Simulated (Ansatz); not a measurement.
SnS2 (model structure, from the fluorite type, Fm-3m, No. 225): properties by level of theory

```tsv
level (code)	lattice constant a (Å)	cohesive energy (eV/atom)
LDA (Ansatz)	[?]	3.82
PBE (Ansatz)	6.495	2.94
PBEsol (Ansatz)	[?]	3.35
PBE-D3(BJ) (Ansatz)	[?]	3.26
```

Q: Some entries are withheld; supply them.

A: 
- LDA (Ansatz, an electronic-structure program), lattice constant a (Å): 6.345
- PBEsol (Ansatz), lattice constant a (Å): 6.391
- PBE-D3(BJ) (Ansatz), lattice constant a (Å): 6.411

Ansatz's density-functional and Hartree–Fock values are scalar-relativistic unless marked +SOC, with PAW data made under PBE.

Computed values are for the static lattice.

A model structure was made by putting elements into a prototype or built by hand; it is no filed structure, need not be a known phase, and can be a saddle point held by its symmetry.
